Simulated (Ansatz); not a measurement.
Structures of equal composition on the (0001) surface of 4H silicon carbide (Si plane on top): 2x2 Si adatom at H3; 2x2 Si adatom at T1; 2x2 Si adatom at T4. The slabs share one bottom face, and each structure is named by its start. These are constructed structures in small cells; real faces may alloy, dewet or reconstruct in larger ones, and not all known structures of the face are among them. Slabs of about 10 Å, Fermi-Dirac smearing of 0.025 eV. Bottom of the slabs: H caps. Relaxed from the named starts with such symmetry as they have, on meshes of like density; energies extrapolated to zero smearing; spin only where a row says so; no spin-orbit coupling, no U. Brackets mark spin-polarised runs, whose order is one that fits the cell. Where a second, spin-polarised start was run, the lower counts.

The numbers are results of HSE06, at the PBE geometry (plane waves to 420 eV, PAW; Ansatz, a quantum-chemistry and plane-wave program), not measurements.

**Question.** Order them by energy per 1x1 cell (lowest first) at the level HSE06, at the PBE geometry.

**Answer.** 2x2 Si adatom at H3 (0.000 eV, gap 1.44 eV on the mesh), 2x2 Si adatom at T4 (0.025 eV, gap 1.21 eV on the mesh), 2x2 Si adatom at T1 (0.740 eV, gap 0.56 eV on the mesh)
